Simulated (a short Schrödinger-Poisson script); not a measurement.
Structure: MOS inversion layer, Si3N4 on p-type Si(110), at 300 K.

From the gate side: 3 nm Si3N4; 450 nm Si, acceptors 9.1e17 cm⁻³.

Constants are typed, rounded textbook-type inputs, not results; the design itself was drawn at random and stands for no fabricated device. Si3N4: permittivity 7.5, conduction-band edge (eV) 1.95, gap (eV) 5.1, electron mass (mₑ) 0.5. Si: permittivity 11.7, conduction-band edge (eV) 0, gap (eV) 1.124, Nv at 300 K (cm⁻³) 3.1e19.

Channel valleys (confinement mass, in-plane density-of-states mass, number): Δ4 0.315, 0.324, 4; Δ2 0.19, 0.417, 2. At the gate the conduction-band edge of layer 1 lies 2.14 eV − eVg above the Fermi level of the channel; the field vanishes at the back. Gaps are held at their typed values at every temperature. Mesh 0.03 nm at interfaces.

Solved with a short Schrödinger-Poisson script written for these runs: 1D Poisson equation in equilibrium, electrons quantum, Hartree (BenDaniel-Duke, 12 states a valley, the channel's in-plane mass for all, wave functions free to enter the dielectric), parabolic valleys, classical holes, full ionisation, no traps, pinning or gate leakage.

```csv
Vg (V),electrons (cm⁻²),C (μF/cm²),Δ4 E0 (meV from the Fermi level),Δ2 E0 (meV from the Fermi level)
0.35,3.77e9,0.269,219.8,238.5
0.4,1.84e10,0.326,178.8,197.7
0.45,7.87e10,0.530,141.0,160.3
0.5,2.46e11,0.879,111.4,130.9
0.55,5.36e11,1.17,91.0,110.8
0.6,9.12e11,1.35,76.9,97.1
0.65,1.34e12,1.46,66.6,87.1
0.7,1.80e12,1.53,58.6,79.5
0.75,2.28e12,1.59,52.1,73.3
0.8,2.78e12,1.63,46.6,68.1
0.85,3.29e12,1.66,41.8,63.7
0.9,3.81e12,1.69,37.6,59.8
0.95,4.34e12,1.71,33.8,56.3
1,4.87e12,1.73,30.4,53.2
1.05,5.41e12,1.74,27.2,50.3
1.1,5.96e12,1.76,24.3,47.7
1.15,6.51e12,1.77,21.6,45.2
```

Gate voltages with under 1e9 electrons/cm² are left out.

At Vg = 1.15 V the lowest Δ4 subband lies at 21.6 meV from the Fermi level. How many electrons does it hold, and what share of all?

The two-dimensional density of states is g m/(πħ²) = 5.41e11 cm⁻² meV⁻¹ (both spins), kT = 25.9 meV, so n = D kT ln(1 + exp(−E/kT)) = 5.04e12 cm⁻², 0.77 of the 6.51e12 cm⁻² in all.

Compare the slope of the sheet density between 1.05 and 1.15 V with the geometric capacitance of the layers between gate and channel.

q Δn/ΔV = 1.76 μF/cm²; ε0/Σ(t/ε) = 2.21 μF/cm². The ratio is 0.80: the channel acts as a further capacitance in series.
